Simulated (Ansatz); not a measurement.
Ansatz (a quantum-chemistry and plane-wave program) run on Ba₂H₃I (P-3m1, 6 atoms in the cell): relaxation of cell and atoms.

Method: LDA (PW92), default PAW files made with PBE (plane waves; Ansatz).

The change in words: atoms on their sites; relax: default → cell and atoms. Reference geometry:
```
Ba2H3I
1.0
    4.51372     0.00000     0.00000
   -2.25686     3.90899     0.00000
    0.00000     0.00000     8.07895
Ba H I
2 3 1
Direct
  0.66667   0.33333   0.69091
  0.33333   0.66667   0.31528
  0.66667   0.33333   0.35610
  0.33333   0.66667   0.64390
  0.00000   0.00000   0.50000
  0.00000   0.00000   0.00000
```

Reference input (self-consistent single point, DFT, LDA (PW92), plane waves, default PAW files made with PBE): basis.ecutwfc = 30.9 Ry; kpoints.mp_grid.grid = 6 6 3; hamiltonian.xc = lda; hamiltonian.pseudopotentials = {kind: paw} (the program's default PAW files); scf.occupations.method = fixed. This run's input differs from it in these lines:

```diff
@@ -7,3 +7,3 @@
   atoms:
-    - { symbol: Ba, position: [0.66666700, 0.33333300, 0.69090900] }
+    - { symbol: Ba, position: [0.66666700, 0.33333300, 0.68472000] }
     - { symbol: Ba, position: [0.33333300, 0.66666700, 0.31528000] }
@@ -22,2 +22,4 @@
   occupations: { method: fixed }
+relax:
+  cell: {}
 output:
```

Output (repeated stretches shortened):

```
   [... SCF lines of the steps left out ...]
relax step   1: F+E_penalty+E_count = -18967.44011214 eV  Δ(F+E_penalty+E_count) = +0.000e0 eV  max|allowed force component| = 6.099e-2 eV/Å  Δτ_max = 0.0000 Å  P = -2.765 GPa  Ω = 142.546 Å³  (6 SCF iters, dr2 threshold 1.00e-7 eV, accepted)
relax step   2: F+E_penalty+E_count = -18967.53160632 eV  Δ(F+E_penalty+E_count) = -9.149e-2 eV  max|allowed force component| = 4.523e-1 eV/Å  Δτ_max = 0.0370 Å  P = +0.980 GPa  Ω = 127.292 Å³  energy of the carried Pulay correction = +4.168e-3 eV  [...]
   [... lines left out ...]
relax step   6: F+E_penalty+E_count = -18967.56311851 eV  Δ(F+E_penalty+E_count) = -1.624e-4 eV  max|allowed force component| = 7.269e-4 eV/Å  Δτ_max = 0.0082 Å  P = -0.006 GPa  Ω = 129.759 Å³  energy of the carried Pulay correction = +3.462e-3 eV  [...]
relax step   7: F+E_penalty+E_count = -18967.56022255 eV  Δ(F+E_penalty+E_count) = +2.896e-3 eV  max|allowed force component| = 8.119e-4 eV/Å  Δτ_max = 0.0000 Å  P = -0.022 GPa  Ω = 129.759 Å³  stress off target by 2.23e-2 GPa  SCF on the basis [...]
basis re-selected at this cell: Δ(F+E_penalty+E_count) = +2.896e-3 eV, ΔP = -0.015 GPa vs the last step
the relaxation is at rest under the 12 symmetry operations that the run kept from its start: a minimum is not shown …
Stability not checked: this state was not tested for a lower state beside it, because too few of the mixer's solves of this state at the end of the SCF gave a …
Free energy (F): -18967.560223 eV
Internal energy: -18967.560223 eV  (E = F + TS)
   [... lines left out ...]
Fermi energy:    7.435110 eV
  cell:  # Å, volume = 129.7589 Å³
   [... lines left out ...]
    - { symbol: H, position: [0.6666666666666667, 0.33333333333333337, 0.354656075115646] }
    - { symbol: H, position: [0.33333333333333337, 0.6666666666666667, 0.6453439248843544] }
    - { symbol: H, position: [5.7517258674827905e-34, -2.3082101160139684e-34, 0.5000000000000001] }
    - { symbol: I, position: [1.6332051924564006e-34, 5.5171225674596897e-36, -1.9682790370732165e-19] }
```

The run converged. 

Summary of the result:
```
Property                                                                                                               Value
------------------------------------------------  --------------------------------------------------------------------------
Free energy E − TS (on the zero of these files)                                                               -18967.5602 eV
Top of the valence band (on the code's own zero)                                                                     7.44 eV
Gap on the k-point mesh                                                                                              2.07 eV
Pressure                                                                                                           -0.02 GPa
Final cell                                        a = 4.385 Å, b = 4.385 Å, c = 7.792 Å, α = 90.00°, β = 90.00°, γ = 120.00°
Final volume per atom                                                                                               21.63 Å³
Relaxation steps                                                                                                           7
```

The starting cell comes from a database of computed structures (which also holds hypothetical and non-ambient phases and stackings), without a prior relaxation at this level. Its lattice was rescaled by up to half a per cent. Spin-orbit coupling is off. The relaxation keeps the symmetry of its start, so its end need not be a minimum. Ansatz's pressure includes its estimate of the finite-basis (Pulay) stress.

Cost on one core of a shared machine: roughly 30 s.

Keys are those of Ansatz 0.2.
